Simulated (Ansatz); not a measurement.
Consider ZrB₂ (space group P6/mmm, No. 191; a = 3.155 Å, c = 3.506 Å; relaxed with 0.1 eV smearing). Axes: x lies along a and z along c of the hexagonal cell.

Structures relaxed with Ansatz (a first-principles code) PBEsol, without spin-orbit coupling.

Base:

Simulated powder pattern, Cu Kα1, λ = 1.54056 Å (kinematic, ideal powder, no thermal factors, no anomalous dispersion; the 10 strongest lines at most, above 2 %, up to 2θ = 90°):

```json
[
 {"2θ (°)": "25.38", "I/Imax (%)": "35", "hkl": "(001)"},
 {"2θ (°)": "32.75", "I/Imax (%)": "70", "hkl": "(100)"},
 {"2θ (°)": "41.88", "I/Imax (%)": "100", "hkl": "(101)"},
 {"2θ (°)": "52.13", "I/Imax (%)": "9.8", "hkl": "(002)"},
 {"2θ (°)": "58.45", "I/Imax (%)": "21", "hkl": "(110)"},
 {"2θ (°)": "62.94", "I/Imax (%)": "22", "hkl": "(102)"},
 {"2θ (°)": "64.74", "I/Imax (%)": "17", "hkl": "(111)"},
 {"2θ (°)": "68.64", "I/Imax (%)": "8.3", "hkl": "(200)"},
 {"2θ (°)": "74.47", "I/Imax (%)": "18", "hkl": "(201)"},
 {"2θ (°)": "82.12", "I/Imax (%)": "16", "hkl": "(112)"}
]
```

Now apply this change: compressive biaxial strain of 2.00 % in the plane normal to [001], as in epitaxy on a mismatched substrate; the out-of-plane cell vector and the atoms relax.

Q: How do the reflections move or split?

A: 
Simulated powder pattern, Cu Kα1, λ = 1.54056 Å (kinematic, ideal powder, no thermal factors, no anomalous dispersion; the 10 strongest lines at most, above 2 %, up to 2θ = 90°):

| 2θ (°) | d (Å) | I/Imax (%) | hkl |
|---|---|---|---|
| 25.08 | 3.547 | 37 | (001) |
| 33.43 | 2.678 | 68 | (100) |
| 42.25 | 2.137 | 100 | (101) |
| 51.48 | 1.774 | 10 | (002) |
| 59.76 | 1.546 | 20 | (110) |
| 62.79 | 1.479 | 22 | (102) |
| 65.84 | 1.417 | 16 | (111) |
| 70.24 | 1.339 | 8.0 | (200) |
| 75.89 | 1.253 | 17 | (201) |
| 82.75 | 1.165 | 16 | (112) |

The indices refer to the base's conventional cell; one index is shown for lines that coincide.

No phonon test of stability was made. The final runs are not spin-polarised.
